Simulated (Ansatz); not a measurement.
Ti2SnC, response to strain

The reference is Ti2SnC (space group P6_3/mmc, No. 194; a = 3.138 Å, c = 13.639 Å; a cell from a computed database, its experimental status unchecked). Axes: x lies along a and z along c of the hexagonal cell.

Strains are applied to the cell and any free atomic positions relax; under biaxial strain the out-of-plane vector relaxes too.

Level of theory: PBEsol (Ansatz, an electronic-structure program), spin-orbit coupling left out.

Notes on the quantities. pressure: mean of the normal stresses, compression positive.

```tsv
variant	pressure	shortest interatomic distance
base	0.0 GPa	2.123 Å
biaxial strain −0.79 %, plane normal [001], relaxed out of plane	1.8 GPa	2.115 Å
biaxial strain −0.14 %, plane normal [001], relaxed out of plane	0.3 GPa	2.121 Å
biaxial strain +2.09 %, plane normal [001], relaxed out of plane	-4.3 GPa	2.145 Å
isotropic strain +4.54 %	___	2.185 Å
```

Task: Complete the table.

Result: 
- isotropic strain +4.54 %, pressure: -14.2 GPa

Without a gap, meshes like the base's 17×17×4 leave anisotropic stresses uncertain by several tenths of a GPa, and small strain energies with them. Whether these cells are dynamically stable was not tested. The final runs are not spin-polarised.
